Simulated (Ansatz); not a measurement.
# How far PBE and r2SCAN part for PbTe, holes 5.0×10^20 cm⁻³

Base system: PbTe in the rock salt structure (space group Fm-3m, No. 225; a = 6.5690 Å).

(Cell as relaxed with PBE.)

Levels (all Ansatz, a quantum-chemistry and plane-wave program, PAW): PBE (420 eV, without spin-orbit coupling); r2SCAN (500 eV, spin-orbit coupling left out).

Each level relaxes its own structure.

| base | PBE | r2SCAN |
|---|---|---|
| volume per atom | 35.43 Å³ | 34.87 Å³ |
| lattice parameter a | 6.569 Å | 6.534 Å |
| band gap | 0.83 eV | 1.09 eV |

It is then changed as follows: holes 5.0×10^20 cm⁻³, on a uniform background at fixed cell.

| quantity | PBE | r2SCAN |
|---|---|---|
| Fermi level relative to the doped band's edge (positive inside the band; to 0.05 eV) | +0.15 eV | +0.20 eV |
| valley order (the lowest conduction-band minima on the path, energy above the VBM, named in the base's zone) | L along ⟨111⟩ 0.84 eV; a point along ⟨110⟩, about 0.5 Å⁻¹ from Γ 1.37 eV; a point along ⟨100⟩, about 0.3 Å⁻¹ from Γ 1.81 eV | L along ⟨111⟩ 1.10 eV; a point along ⟨110⟩, about 0.5 Å⁻¹ from Γ 1.61 eV; a point along ⟨100⟩, about 0.3 Å⁻¹ from Γ 2.01 eV |
| shift of the gap caused by the change | +0.01 eV | +0.01 eV |

Both order the valleys alike; the two agree on the shift of the gap caused by the change. Neither level is exact; r2SCAN is the comparison here, not a measurement.

Charged cell with a jellium background: band edges are those of the host's band count, energies are not comparable with the neutral cell, and many-body gap narrowing is missing. With Pb and Te present, leaving out spin-orbit coupling can change the band edges. Stability against distortions was not tested.
